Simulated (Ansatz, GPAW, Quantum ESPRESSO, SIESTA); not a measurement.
Hf₅Sc (P1, 6 atoms in the cell) computed with different codes at matched settings

Self-consistent single point, at a second geometry (atoms moved at random). First geometry:

```
CELL_PARAMETERS angstrom
      5.56147     0.00000     0.00000
     -2.78073     4.81637     0.00000
      0.00000     0.00000     5.02450
ATOMIC_POSITIONS crystal
  Hf 0.66053 0.00000 0.00000
  Hf 0.33947 0.33947 0.00000
  Hf 0.00000 0.66053 0.00000
  Hf 0.33333 0.66667 0.50000
  Hf 0.66667 0.33333 0.50000
  Sc 0.00000 0.00000 0.50000
```

Second geometry:
```
Hf5Sc
1.0
    5.56147     0.00000     0.00000
   -2.78073     4.81637     0.00000
    0.00000     0.00000     5.02450
Hf Sc
5 1
Direct
  0.66772   0.00056   0.00439
  0.34215   0.35113   0.00278
  0.99776   0.64338   0.00287
  0.34015   0.67327   0.49817
  0.66150   0.33870   0.50198
  0.99072   0.99295   0.48981
```

Shared settings, as Ansatz (a quantum-chemistry and plane-wave program) writes them: kpoints.mp_grid.grid = 5 5 5; scf.occupations.method = gaussian; scf.occupations.width = 0.1 eV. Potentials and cutoffs stand in the table.

```csv
code,model,ΔF from the first geometry (meV/atom),pressure (GPa),largest force (eV/Å),cutoff
Quantum ESPRESSO,"PBEsol, SSSP 1.1.2 efficiency (PBE) pseudopotentials",16.0,-2.19,0.756,60 Ry
GPAW,"PBEsol, GPAW PAW datasets PBEsol (made by gpaw-setup)",16.1,-2.36,0.765,800 eV
SIESTA,"GGA PBEsol, numerical atomic orbitals TZP, PseudoDojo PBEsol standard norm-conserving potentials (rewritten from UPF to PSML)",15.4,-5.30,0.731,grid 400 Ry
Ansatz,"PBEsol, PAW files made with PBE",15.6,-2.76,0.733,420 eV
```

Size of the force on each atom (eV/Å): Sizes of forces hide their directions.

```tsv
code	Hf1	Hf2	Hf3	Hf4	Hf5	Sc6
Quantum ESPRESSO	0.462	0.631	0.756	0.379	0.466	0.510
GPAW	0.459	0.637	0.765	0.380	0.467	0.508
SIESTA	0.461	0.613	0.731	0.365	0.448	0.487
Ansatz	0.466	0.614	0.733	0.372	0.461	0.501
```

On Ansatz's run: spin-orbit coupling is off.

The spread over the programs that give each value: ΔF from the first geometry within 0.7 meV/atom; pressure within 3.11 GPa; largest force within 0.034 eV/Å.

SIESTA uses small atom-centred bases, whose incompleteness enters pressures, forces and empty levels differently from a plane-wave cutoff. Ansatz's pressure is given at a fixed set of plane waves, as the other plane-wave codes print theirs; with its correction for the finite basis it is -2.72 GPa. In the pressure, SIESTA (by 2.94) lies more than 1 GPa from the median of the plane-wave programs.

The starting cell comes from a database of computed structures (which also holds hypothetical and non-ambient phases and stackings), without a prior relaxation at this level. For this run, on top of that: atoms moved at random.

Keys are those of Ansatz 0.2.
